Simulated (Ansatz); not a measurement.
Start from WS$_{2}$ in the 2H-MoS2 type structure (space group P6_3/mmc, No. 194; a = 3.115 Å, c = 11.773 Å; layered, stacked along the Cartesian z axis). Axes: x lies along a and z along c of the hexagonal cell.

Modification: the cell is stretched by 0.93 % along y with no lateral relaxation; the atoms relax in the strained cell.

Levels (all Ansatz, an electronic-structure program, PAW, earlier PAW set): PBEsol-D3(BJ) (420 eV, no spin-orbit coupling); r2SCAN (500 eV, no spin-orbit coupling); HSE06 (420 eV, without spin-orbit coupling); PBEsol+SOC (420 eV, spin-orbit coupling included).

At the geometry relaxed with PBEsol-D3(BJ), these levels gave the following band gaps, in shuffled order: (a) 0.66 eV, (b) 0.62 eV, (c) 1.20 eV, (d) 0.81 eV.

Task: Match each gap to its level.

Result: (a) PBEsol-D3(BJ); (b) PBEsol+SOC; (c) HSE06; (d) r2SCAN.

Single points use the geometry relaxed with PBEsol-D3(BJ). HSE06 was sampled on its mesh, a few special points and the semilocal edge points, so its gap is an upper bound. Differences between runs with and without spin-orbit coupling are approximate. With W present, leaving out spin-orbit coupling can change the band edges. Stability against distortions was not tested.
